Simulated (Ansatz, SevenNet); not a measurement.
## Pyrite PtAs2: properties by level of theory

Reference values: lattice constant a 5.967 Å (measured, temperature not stated, not corrected to a static lattice; as tabulated in Wikipedia's data pages).

| level (code) | lattice constant a (Å) | enthalpy of formation (eV/atom) |
|---|---|---|
| SevenNet-l3i5 (SevenNet) | 6.065 | (withheld) |
| LDA (Ansatz) | 5.944 | -0.567 |
| PBEsol (Ansatz) | 5.981 | -0.551 |
| HSE06 (Ansatz) | 5.980 | -0.684 |

Problem. Complete the blanks.

Solution. 
- SevenNet-l3i5 (SevenNet), enthalpy of formation (eV/atom): -0.531

Machine-learned potentials (SevenNet-l3i5) are trained on DFT data, which may include these solids.

Ansatz's density-functional and Hartree–Fock values are scalar-relativistic unless marked +SOC, with PAW data made under PBE.

Computed values are for the static lattice.

Ansatz is a first-principles code.
